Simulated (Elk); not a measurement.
# Input and output of a self-consistent single point for Al2Au (Fm-3m, 3 atoms in the cell) (Elk)

Method of the run: PBE, all-electron FP-LAPW, Elk's shipped species files, APW+lo basis with extra local orbitals in Elk.

The input file:

```
tasks
  0

xctype
  20

tforce
  .true.

rgkmax
  7.5

gmaxvr
  18.0

lmaxapw
  10

lmaxo
  8

nxlo
  2

lorbcnd
  .true.

lradstp
  2

nrmtscf
  2.0

rmtscf
  0.94

lmaxi
  4

swidth
  0.00367493

maxscl
  100

avec
    0.0000000000    5.7507521815    5.7507521815
    5.7507521815    0.0000000000    5.7507521815
    5.7507521815    5.7507521815    0.0000000000

atoms
  2
  'Al.in'
  2
  0.2500000000  0.2500000000  0.2500000000    0.0 0.0 0.0
  0.7500000000  0.7500000000  0.7500000000    0.0 0.0 0.0
  'Au.in'
  1
  0.0000000000  0.0000000000  0.0000000000    0.0 0.0 0.0

ngridk
  9 9 9
```

Output (repeated stretches shortened):

```
│ Elk code version 10.2.4 │

All units are atomic (Hartree, Bohr, etc.)

│ Ground-state run starting from atomic densities │

Lattice vectors :
   0.000000000       5.750752182       5.750752182
   5.750752182       0.000000000       5.750752182
   5.750752182       5.750752182       0.000000000

Unit cell volume      :    380.3679835
Brillouin zone volume :   0.6521322093

Muffin-tin inner radius fraction :   0.1000000000E-01

Nuclei treated as point charges

Species :    1 (Al)
 parameters loaded from : Al.in
 name : aluminium
 nuclear charge    :   -13.00000000
 electronic charge :    13.00000000
 atomic mass :    49184.33492
 muffin-tin radius :    2.068000000
 number of radial points in muffin-tin :    799
 atomic positions (lattice), magnetic fields (Cartesian) :
   1 :   0.25000000  0.25000000  0.25000000    0.00000000  0.00000000  0.00000000
   2 :  -0.25000000 -0.25000000 -0.25000000    0.00000000  0.00000000  0.00000000

Species :    2 (Au)
 parameters loaded from : Au.in
 name : gold
 nuclear charge    :   -79.00000000
 electronic charge :    79.00000000
 atomic mass :    359048.0559
 muffin-tin radius :    2.632000000
 number of radial points in muffin-tin :   1399
 atomic positions (lattice), magnetic fields (Cartesian) :
   1 :   0.00000000  0.00000000  0.00000000    0.00000000  0.00000000  0.00000000

Total number of atoms per unit cell :    3

Spin treatment :
 spin-unpolarised

Number of Bravais lattice symmetries :   48
Number of crystal symmetries         :   48
Crystal has inversion symmetry
Real symmetric eigensolver will be used

k-point grid :      9     9     9
k-point offset :    0.000000000       0.000000000       0.000000000
k-point set is reduced with full crystal symmetry group
Total number of k-points :       35

Muffin-tin radius times maximum |G+k| :    7.500000000
 using average radius
Maximum |G+k| for APW functions       :    3.324468085
   [... lines left out ...]
 potential will be trimmed for |G| > 2 gkmax
Constant for pseudocharge density :   12
Radial integration step length :    2

G-vector grid sizes :     48    48    48
Number of G-vectors :    37461

Maximum angular momentum used for
 APW functions                      :   10
 outer part of muffin-tin           :    8
 inner part of muffin-tin           :    4

Total nuclear charge    :   -105.0000000
Total core charge       :    56.00000000
Total valence charge    :    49.00000000
Total excess charge     :    0.000000000
Total electronic charge :    105.0000000

Effective Wigner radius, rₛ :   0.9527420830

Number of empty states         :   12
Total number of valence states :   37
Total number of core states    :   56

Conduction state local-orbitals added automatically
Total number of local-orbitals :  332

Exchange-correlation functional :     20     0     0
 Perdew-Burke-Ernzerhof, Phys. Rev. Lett. 77, 3865 (1996)
 gradient requirement :    1
 generalised gradient approximation (GGA)

Smearing type :    3
 Fermi-Dirac
Smearing width :   0.3674930000E-02
Effective electronic temperature (K) :    1160.451112

Mixing type :    3
 Broyden mixing, J. Phys. A: Math. Gen. 17, L317 (1984)

Kohn-Sham potential initialised from atomic data
│ Self-consistent loop started │
│ Loop number : 1 │
 total energy                :     -19500.6765643
│ Loop number : 2 │
 total energy                :     -19502.2597658
RMS change in Kohn-Sham potential (target) :   0.4402097059     (  0.1000000000E-05)
Absolute change in total energy (target)   :    1.583201563     (  0.1000000000E-03)
│ Loop number : 3 │
 total energy                :     -19502.1269667
RMS change in Kohn-Sham potential (target) :   0.4326192359     (  0.1000000000E-05)
Absolute change in total energy (target)   :   0.2630013004     (  0.1000000000E-03)
│ Loop number : 4 │
 total energy                :     -19518.4962293
RMS change in Kohn-Sham potential (target) :   0.1909793536     (  0.1000000000E-05)
Absolute change in total energy (target)   :    16.43501292     (  0.1000000000E-03)
│ Loop number : 5 │
 total energy                :     -19528.2883207
RMS change in Kohn-Sham potential (target) :   0.6210202080E-01 (  0.1000000000E-05)
Absolute change in total energy (target)   :    13.90084460     (  0.1000000000E-03)
   [... lines left out ...]
Absolute change in total energy (target)   :   0.2377245017E-01 (  0.1000000000E-03)
│ Loop number : 12 │
 total energy                :     -19533.6632818
RMS change in Kohn-Sham potential (target) :   0.6018456615E-05 (  0.1000000000E-05)
Absolute change in total energy (target)   :   0.6016148469E-02 (  0.1000000000E-03)
│ Loop number : 13 │
 total energy                :     -19533.6621230
RMS change in Kohn-Sham potential (target) :   0.1534130737E-05 (  0.1000000000E-05)
Absolute change in total energy (target)   :   0.3453002028E-03 (  0.1000000000E-03)
│ Loop number : 14 │
 total energy                :     -19533.6621406
RMS change in Kohn-Sham potential (target) :   0.5440467940E-06 (  0.1000000000E-05)
Absolute change in total energy (target)   :   0.1038698065E-03 (  0.1000000000E-03)
│ Loop number : 15 │
 total energy                :     -19533.6621487
RMS change in Kohn-Sham potential (target) :   0.1100571791E-06 (  0.1000000000E-05)
Absolute change in total energy (target)   :   0.3406558608E-04 (  0.1000000000E-03)
Convergence targets achieved

│ Loop number : 16 │

Energies :
 Fermi                       :     0.269636093771
 sum of eigenvalues          :     -11983.2667046
 electron kinetic            :      22374.3969569
 core electron kinetic       :      21365.9797935
 Coulomb                     :     -41505.2565000
 Coulomb potential           :     -33831.2239662
 nuclear-nuclear             :     -1267.48944981
 electron-nuclear            :     -46644.3101341
 Hartree                     :      6406.54308395
 Madelung                    :     -24589.6445169
 xc potential                :     -526.439695304
 exchange                    :     -396.937008679
 correlation                 :     -5.86435715454
 electron entropic           :    -0.124385076405E-02
 total energy                :     -19533.6621527

Density of states at Fermi energy :    30.11633111
 (states/Hartree/unit cell)

Estimated indirect band gap :   0.2452147325E-02
 from k-point     18 to k-point     27
Estimated direct band gap   :   0.9912003324E-02
 at k-point     13

Charges :
 core                        :    56.00000000
 valence                     :    49.00000000
 interstitial                :    4.984700051
 muffin-tins (core leakage)
  species :    1 (Al)
   atom    1                 :    10.94316558     (  0.9261979456E-03)
   atom    2                 :    10.94316558     (  0.9261979456E-03)
  species :    2 (Au)
   atom    1                 :    78.12896879     (  0.2424599174E-03)
 total in muffin-tins        :    100.0152999
 total calculated charge     :    104.9977995
 total charge                :    105.0000000
 error                       :   0.2200517407E-02

│ Self-consistent loop stopped │

Forces :
 species :    1 (Al)
  atom :    1
   Hellmann-Feynman          :     0.00000000    0.00000000    0.00000000
   IBS                       :    -0.00000000   -0.00000000    0.00000000
   total force               :    -0.00000000    0.00000000    0.00000000
   total magnitude           :     0.00000000
  atom :    2
   Hellmann-Feynman          :     0.00000000    0.00000000   -0.00000000
   IBS                       :    -0.00000000   -0.00000000    0.00000000
   total force               :     0.00000000   -0.00000000    0.00000000
   total magnitude           :     0.00000000
 species :    2 (Au)
  atom :    1
   Hellmann-Feynman          :     0.00000000    0.00000000    0.00000000
   IBS                       :    -0.00000000   -0.00000000   -0.00000000
   total force               :    -0.00000000   -0.00000000   -0.00000000
   total magnitude           :     0.00000000
```

The run converged in 16 iterations. The count includes the last loop, which Elk runs after its targets are met.

The starting cell comes from a database of computed structures (which also holds hypothetical and non-ambient phases and stackings), without a prior relaxation at this level. Its lattice was rescaled by a random factor within 2.5 % of one. Spin-orbit coupling is off. Values depend on the basis (sphere radii, cutoffs, local orbitals), which need not be converged. The log's line on a gap gives a spacing of levels on this mesh, which the program prints for metals too.
